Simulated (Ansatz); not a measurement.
## Ru under a change: Ru → Pd

The parent structure is Ru in the hcp (Mg type) structure (space group P6_3/mmc, No. 194; a = 2.7046 Å, c = 4.2601 Å).

Perturbation: full substitution Ru → Pd, then cell and atoms are relaxed.

Computed with r2SCAN/PAW in Ansatz (a quantum-chemistry and plane-wave program), no spin-orbit coupling. k-mesh 19×19×10 (Γ-centred); smearing 0.05 eV (Fermi–Dirac), for the changed cell.

The volume per atom goes up by 1.505 Å³ (13.49 Å³ → 15.00 Å³) and the density falls by 0.66 g/cm³ (12.44 g/cm³ → 11.78 g/cm³). The lattice parameter a grows by 0.0349 Å to 2.739 Å and the c/a ratio grows by 0.110 to 1.685. The shortest interatomic distance goes up by 0.098 Å to 2.739 Å and the band gap stays zero.

Cost of the whole job for the changed cell (relaxation, final SCF and bands): roughly 3 core-minutes.

No phonon test of stability was made. For Pd in this form, whether it has been made was not checked. All final runs are without spin polarisation. Pd lies near a magnetic instability that expansion can trigger; it was not tested. Pd has a high density of states at the Fermi level and may be magnetic at this level. This is not the structure that Pd has at room temperature and ambient pressure.
